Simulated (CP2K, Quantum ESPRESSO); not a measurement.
A CP2K input for a self-consistent single point of GaSb₃ (Fm-3m, 4 atoms in the cell) (DFT PBEsol, GPW, DZVP-MOLOPT-SR-GTH basis, GTH-PBE potentials (GTH_POTENTIALS)):

```
&GLOBAL
  PROJECT calc
  RUN_TYPE ENERGY_FORCE
  PRINT_LEVEL MEDIUM
&END GLOBAL
&FORCE_EVAL
  METHOD Quickstep
  STRESS_TENSOR ANALYTICAL
  &DFT
    BASIS_SET_FILE_NAME BASIS_MOLOPT
    POTENTIAL_FILE_NAME GTH_POTENTIALS
    &QS
      METHOD GPW
      EPS_DEFAULT 1E-10
    &END QS
    &MGRID
      CUTOFF 600
      REL_CUTOFF 40
      NGRIDS 5
    &END MGRID
    &SCF
      SCF_GUESS ATOMIC
      EPS_SCF 1E-7
      MAX_SCF 100
      ADDED_MOS 6
      &DIAGONALIZATION
        ALGORITHM STANDARD
      &END DIAGONALIZATION
      &MIXING
        METHOD BROYDEN_MIXING
        ALPHA 0.2
        NBUFFER 12
        BETA 1
      &END MIXING
      &SMEAR ON
        METHOD GAUSSIAN
        SIGMA [eV] 0.136
      &END SMEAR
    &END SCF
    &KPOINTS
      SCHEME MONKHORST-PACK 9 9 9
    &END KPOINTS
    &XC
      &XC_FUNCTIONAL
        &PBE
          PARAMETRIZATION PBESOL
        &END PBE
      &END XC_FUNCTIONAL
    &END XC
    &PRINT
      &MO
        EIGENVALUES T
        OCCUPATION_NUMBERS T
        NDIGITS 8
        FILENAME mo
        &EACH
          QS_SCF 0
        &END EACH
        ADD_LAST NUMERIC
      &END MO
      &MULLIKEN ON
      &END MULLIKEN
    &END PRINT
  &END DFT
  &SUBSYS
    &CELL
      ABC 5.17034100 5.17034019 5.17034099
      ALPHA_BETA_GAMMA 60.00000224 60.00000633 60.00000118
      PERIODIC XYZ
    &END CELL
    &COORD
      Ga       0.00000000     0.00000000     0.00000000
      Sb       2.58517025     1.49254875     1.05539150
      Sb       7.75551075     4.47764625     3.16617450
      Sb       5.17034050     2.98509750     2.11078300
    &END COORD
    &KIND Ga
      BASIS_SET DZVP-MOLOPT-SR-GTH-q13
      POTENTIAL GTH-PBE-q13
    &END KIND
    &KIND Sb
      BASIS_SET DZVP-MOLOPT-SR-GTH-q5
      POTENTIAL GTH-PBE-q5
    &END KIND
  &END SUBSYS
  &PRINT
    &FORCES ON
    &END FORCES
    &STRESS_TENSOR ON
    &END STRESS_TENSOR
  &END PRINT
&END FORCE_EVAL
```

### Question
Write the same calculation as an input for Quantum ESPRESSO.

### Answer
This is the input that was run; spellings and numerical settings could be chosen otherwise.

```fortran
&CONTROL
  calculation = 'scf'
  prefix = 'GaSb3'
  outdir = './work'
  pseudo_dir = './'
  tprnfor = .true.
  tstress = .true.
/
&SYSTEM
  ibrav = 0
  nat = 4
  ntyp = 2
  ecutwfc = 80
  occupations = 'smearing'
  smearing = 'gauss'
  degauss = 0.0099958
/
&ELECTRONS
  conv_thr = 1.0e-11
  mixing_beta = 0.5
/
ATOMIC_SPECIES
Ga    69.7230  Ga.upf
Sb   121.7600  Sb.upf
CELL_PARAMETERS {angstrom}
   0.000000000     3.655983000     3.655983000
   3.655983000     0.000000000     3.655983000
   3.655983000     3.655983000     0.000000000
ATOMIC_POSITIONS {angstrom}
Ga    0.000000000    0.000000000    0.000000000
Sb    1.827991500    1.827991500    1.827991500
Sb    5.483974500    5.483974500    5.483974500
Sb    3.655983000    3.655983000    3.655983000
K_POINTS {automatic}
9 9 9  0 0 0
```

Basis settings and potentials, where a program has them, do not carry over. This input uses DFT, PBEsol, plane waves, PseudoDojo standard norm-conserving (PBESOL) pseudopotentials. Both were run: pressure 3.48 GPa in CP2K and 0.25 in Quantum ESPRESSO.

On Quantum ESPRESSO: the starting cell comes from a database of computed structures (which also holds hypothetical and non-ambient phases and stackings), without a prior relaxation at this level. For this run, on top of that: lattice scaled by 0.98. The run gives no clean gap (levels at the Fermi energy touch, overlap or are partly filled at this smearing), which alone does not show that the compound is a metal.

On CP2K: the starting cell comes from a database of computed structures (which also holds hypothetical and non-ambient phases and stackings), without a prior relaxation at this level. For this run, on top of that: lattice scaled by 0.98. Values carry the incompleteness of an atom-centred basis. The potentials were made for another functional than the one used. With a pressure of about 3 GPa the cell is away from its equilibrium volume at this level. The run gives no clean gap (levels at the Fermi energy touch, overlap or are partly filled at this smearing), which alone does not show that the compound is a metal.
